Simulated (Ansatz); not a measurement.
Ansatz (an electronic-structure program) run on SrAg2 (Imma, 6 atoms in the cell): zone-centre phonon calculation.

Method of the run: LDA (PW92), default PAW files made with PBE (plane waves; Ansatz).

```
SrAg2
1.0
   -2.36939     3.86186     4.13647
    2.36939    -3.86186     4.13647
    2.36939     3.86186    -4.13647
Sr Ag
2 4
Direct
  0.29501   0.04501   0.25000
  0.70499   0.95499   0.75000
  0.28310   0.33769   0.94541
  0.71690   0.66231   0.05459
  0.89228   0.33769   0.55459
  0.10772   0.66231   0.44541
```

Reference input (self-consistent single point, DFT, LDA (PW92), plane waves, default PAW files made with PBE): basis.ecutwfc = 420 eV; kpoints.mp_grid.grid = 5 5 5; hamiltonian.xc = lda; hamiltonian.pseudopotentials = {kind: paw} (the program's default PAW files); scf.occupations.method = gaussian; scf.occupations.width = 0.1 eV. This run's input differs from it in these lines:

Ansatz 0.2 input:
```diff
@@ -14,3 +14,3 @@
 basis:
-  ecutwfc: 420.0 eV
+  ecutwfc: 295.0 eV
 kpoints:
@@ -22,6 +22,4 @@
   occupations: { method: gaussian, width: 0.1 eV }
-output:
-  forces: true
-  eigenvalues: true
-  stress: true
+phonons:
+  method: dfpt
```

Log, with long lists cut:

```
SCF iter   1: F=—  HF=-36722.214369 eV  |F-HF|=—  |Δ(HF+E_count)|=         —  Δρ=1.31e-2  dr2=1.97e-1  ethr=1.77e-3  ⟨swp⟩=8.3  Hψ=9861  notcnv=0  defer=4
all-band conjugate gradients solve this SCF's bands
preconditioner: auto → Kerker (q_TF=auto, 2.529 Å⁻¹)
SCF iter   2: F=—  HF=-36722.150676 eV  |F-HF|=—  |Δ(HF+E_count)|=   6.37e-2  Δρ=2.57e-3  dr2=5.70e-3  ethr=2.05e-4  ⟨swp⟩=2.0  Hψ=3621  notcnv=0  defer=42
   [... lines left out ...]
SCF iter   8: F=—  HF=-36722.150685 eV  |F-HF|=—  |Δ(HF+E_count)|=   3.11e-9  Δρ=1.43e-6  dr2=6.55e-9  ethr=5.64e-11  ⟨swp⟩=2.0  Hψ=3234  notcnv=0  defer=42
SCF iter   9: F=—  HF=-36722.150685 eV  |F-HF|=—  |Δ(HF+E_count)|=   1.41e-9  Δρ=4.25e-7  dr2=4.40e-10  ethr=6.82e-12  ⟨swp⟩=2.0  Hψ=3274  notcnv=0  defer=42
SCF iter  10: F=—  HF=-36722.150685 eV  |F-HF|=—  |Δ(HF+E_count)|=  1.24e-10  Δρ=9.10e-8  dr2=2.14e-11  ethr=1.00e-12  ⟨swp⟩=2.0  Hψ=2316  notcnv=0  defer=42
SCF iter  11: F=-36722.150685 eV  HF=-36722.150685 eV  |F-HF|=7.28e-12  |Δ(HF+E_count)|=    0.00e0  Δρ=2.98e-8  dr2=2.14e-12  ethr=1.00e-12  ⟨swp⟩=11.3  Hψ=11699  notcnv=0
SCF 1 converged in 11 iterations: F = -36722.150685 eV  dr2 = 2.14e-12
DFPT response loops at Γ: preconditioner auto → Kerker (q_TF=auto, 2.529 Å⁻¹) (partly filled bands, converged f_vac=0.000) …
Free energy (F): -36722.150685 eV
Internal energy: -36722.137323 eV  (E = F + TS)
E sigma→0 (E₀):  -36722.144004 eV
Entropy (-TS):   -0.013362 eV (-2.227 meV/atom)
Fermi energy:    11.245199 eV
--- Phonons (Γ-DFPT): 6 representative perturbations + reference, on 39 of 125 k-points (Σ response iterations 21) ---
  k mesh reduced under 2 symmetry operations, with k and −k counted as one. Each operation leaves every solved displacement unchanged or reverses it
  ASR residual: 6.251e-5 → 0.000e0 eV/Å²; symmetrization residual: 2.375e-5 eV/Å²
  ASR residual per site (eV/Å²): 2.95e-5 2.95e-5 6.25e-5 6.25e-5 6.25e-5 6.25e-5
  Γ frequencies (cm⁻¹): 0.00 0.00 0.00 51.49 58.75 63.27 67.13 84.39 94.51 94.76 100.54 102.00 103.45 108.06 123.80 126.25 134.47 136.24
  non-analytic LO–TO correction: not included (Born effective charges unavailable; polar crystals: no LO–TO splitting at Γ)
```

The run converged in 11 iterations. 

Summary of the result:
- Free energy E − TS (on the zero of these files): -36722.1507 eV
- Fermi level (on the code's own zero): 11.25 eV
- Zone-centre frequencies (cm⁻¹; negative means imaginary): 0, 0, 0, 51, 59, 63, 67, 84, 95, 95, 101, 102, 103, 108, 124, 126, 134, 136

The starting cell comes from a database of computed structures (which also holds hypothetical and non-ambient phases and stackings), without a prior relaxation at this level. Its lattice was rescaled by up to half a per cent. The cutoff lies below the one recommended for these files.

Cost on one core of a shared machine: roughly 3 min.
